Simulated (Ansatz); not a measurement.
The reference is TiO$_{2}$ in the anatase structure (space group I4_1/amd, No. 141; a = 3.739 Å, c = 9.455 Å). Axes: x, y, z lie along a, b, c of the conventional cell.

Level of theory: LDA (Ansatz, a program for electronic structure, PAW, no SOC).

For the base:

```
Property                         Result
-----------------------------  --------
Pressure                       0.00 GPa
Shortest interatomic distance   1.911 Å
```

Perturbation: a pure shear with ε_xz = ε_zx = 0.0167, atoms relaxed at fixed cell.

### Question
What happens to the energy relative to the base?

### Answer
The energy grows by 1.8 meV/atom.

### Question
Predict the new pressure.

### Answer
The pressure (mean of the normal stresses, compression positive) goes from zero to -0.09 GPa.

### Question
Predict the new shortest interatomic distance.

### Answer
The shortest interatomic distance decreases by 0.005 Å to 1.906 Å.

The cells carry an imposed strain or load. Whether these cells are dynamically stable was not tested. The final runs are not spin-polarised.
